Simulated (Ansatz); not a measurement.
Input and output of a self-consistent single point for GaGePt₆ (I-42m, 8 atoms in the cell) (Ansatz, a program for electronic structure).

Method: PBEsol, PAW files made with PBE (plane waves; Ansatz).

The change in words: lattice scaled by 0.98. Reference geometry:
```yaml
crystal:
  lattice:
    - [-2.76055, 2.76055, 3.97615]
    - [2.76055, -2.76055, 3.97615]
    - [2.76055, 2.76055, -3.97615]
  atoms:
    - { symbol: Ga, position: [0.00000, 0.00000, 0.00000] }
    - { symbol: Ge, position: [0.50000, 0.50000, 0.00000] }
    - { symbol: Pt, position: [0.94343, 0.94343, 0.39588] }
    - { symbol: Pt, position: [0.05657, 0.45245, 0.00000] }
    - { symbol: Pt, position: [0.54755, 0.54755, 0.60412] }
    - { symbol: Pt, position: [0.45245, 0.05657, 0.00000] }
    - { symbol: Pt, position: [0.50000, 0.00000, 0.50000] }
    - { symbol: Pt, position: [0.00000, 0.50000, 0.50000] }
```

Reference input (self-consistent single point, DFT, PBEsol, plane waves, PAW files made with PBE): basis.ecutwfc = 420 eV; kpoints.mp_grid.grid = 5 5 5; hamiltonian.xc = pbesol; hamiltonian.pseudopotentials = {kind: paw} (the program's default PAW files); scf.occupations.method = gaussian; scf.occupations.width = 0.2 eV. This run's input differs from it in these lines:

Ansatz 0.2 input:
```diff
@@ -2,14 +2,14 @@
   lattice:
-    - [-2.76054500, 2.76054500, 3.97615500]
-    - [2.76054500, -2.76054500, 3.97615500]
-    - [2.76054500, 2.76054500, -3.97615500]
+    - [-2.70533400, 2.70533400, 3.89663200]
+    - [2.70533400, -2.70533400, 3.89663200]
+    - [2.70533400, 2.70533400, -3.89663200]
   atoms:
     - { symbol: Ga, position_ang: [0.00000000, 0.00000000, 0.00000000] }
-    - { symbol: Ge, position_ang: [0.00000000, 0.00000000, 3.97615500] }
-    - { symbol: Pt, position_ang: [1.09284455, 1.09284455, 5.92836758] }
-    - { symbol: Pt, position_ang: [1.09284455, -1.09284455, 2.02394242] }
-    - { symbol: Pt, position_ang: [1.66770045, 1.66770045, 1.95221258] }
-    - { symbol: Pt, position_ang: [-1.09284455, 1.09284455, 2.02394242] }
-    - { symbol: Pt, position_ang: [0.00000000, 2.76054500, 0.00000000] }
-    - { symbol: Pt, position_ang: [2.76054500, 0.00000000, 0.00000000] }
+    - { symbol: Ge, position_ang: [0.00000000, 0.00000000, 3.89663200] }
+    - { symbol: Pt, position_ang: [1.07098762, 1.07098762, 5.80980038] }
+    - { symbol: Pt, position_ang: [1.07098762, -1.07098762, 1.98346362] }
+    - { symbol: Pt, position_ang: [1.63434638, 1.63434638, 1.91316838] }
+    - { symbol: Pt, position_ang: [-1.07098762, 1.07098762, 1.98346362] }
+    - { symbol: Pt, position_ang: [0.00000000, 2.70533400, 0.00000000] }
+    - { symbol: Pt, position_ang: [2.70533400, 0.00000000, 0.00000000] }
 basis:
```

Log, with long lists cut:

```
SCF iter   1: F=—  HF=-82316.585775 eV  |F-HF|=—  |Δ(HF+E_count)|=         —  Δρ=1.10e-1  dr2=1.61e1  ethr=3.10e-3  ⟨swp⟩=5.0  Hψ=4585  notcnv=0
all-band conjugate gradients solve this SCF's bands
preconditioner: auto → Kerker (q_TF=auto, 2.806 Å⁻¹)
SCF iter   2: F=—  HF=-82313.416911 eV  |F-HF|=—  |Δ(HF+E_count)|=    3.17e0  Δρ=5.66e-2  dr2=4.61e0  ethr=3.10e-3  ⟨swp⟩=2.0  Hψ=2274  notcnv=0  defer=99
   [... lines left out ...]
SCF iter   7: F=—  HF=-82312.143834 eV  |F-HF|=—  |Δ(HF+E_count)|=   6.12e-4  Δρ=2.40e-4  dr2=8.73e-5  ethr=3.48e-7  ⟨swp⟩=2.0  Hψ=2099  notcnv=0  defer=105
SCF iter   8: F=—  HF=-82312.143835 eV  |F-HF|=—  |Δ(HF+E_count)|=   8.10e-7  Δρ=8.86e-5  dr2=1.30e-5  ethr=6.46e-8  ⟨swp⟩=2.2  Hψ=1990  notcnv=0  defer=105
SCF iter   9: F=—  HF=-82312.143831 eV  |F-HF|=—  |Δ(HF+E_count)|=   3.61e-6  Δρ=1.68e-5  dr2=6.90e-7  ethr=9.66e-9  ⟨swp⟩=2.1  Hψ=1893  notcnv=0  defer=105
SCF iter  10: F=-82312.143831 eV  HF=-82312.143831 eV  |F-HF|=6.63e-8  |Δ(HF+E_count)|=   1.07e-8  Δρ=6.44e-6  dr2=7.89e-8  ethr=7.41e-11  ⟨swp⟩=9.6  Hψ=6186  notcnv=0
SCF 1 converged in 10 iterations: F = -82312.143831 eV  dr2 = 7.89e-8
Free energy (F): -82312.143831 eV
Internal energy: -82312.059447 eV  (E = F + TS)
E sigma→0 (E₀):  -82312.101639 eV
Entropy (-TS):   -0.084384 eV (-10.548 meV/atom)
Fermi energy:    22.369097 eV
--- Forces (eV/Å), atoms counted from 1 ---
  atom   1  Ga    -0.00000000    -0.00000000     0.00000000
  atom   2  Ge     0.00000000     0.00000000    -0.00000000
  atom   3  Pt     0.19967144     0.19967144     0.14209466
  atom   4  Pt     0.19967144    -0.19967144    -0.14209466
  atom   5  Pt    -0.19967144    -0.19967144     0.14209466
  atom   6  Pt    -0.19967144     0.19967144    -0.14209466
  atom   7  Pt     0.00000000     0.00000000    -0.00000000
  atom   8  Pt     0.00000000    -0.00000000     0.00000000
--- Stress (GPa, compression-positive) ---
       11.293495       0.000000       0.000000
        0.000000      11.293495      -0.000000
        0.000000      -0.000000      14.019051
  P = ⅓ Tr σ = 12.2020 GPa (122.020 kbar)
  The stress holds the Pulay correction. Without it, at fixed plane waves, as pw.x and ABINIT print it: P = 12.1170 GPa
```

The run converged in 10 iterations. Against the reference run the free energy goes up by 20.6 meV/atom, the pressure goes from -3.78 to 12.20 GPa and the largest force goes from 0.135 to 0.316 eV/Å.

The starting cell comes from a database of computed structures (which also holds hypothetical and non-ambient phases and stackings), without a prior relaxation at this level. For this run, on top of that: lattice scaled by 0.98. Spin polarisation is off. With a pressure of about 12 GPa the cell is away from its equilibrium volume at this level. Ansatz's pressure includes its estimate of the finite-basis (Pulay) stress.
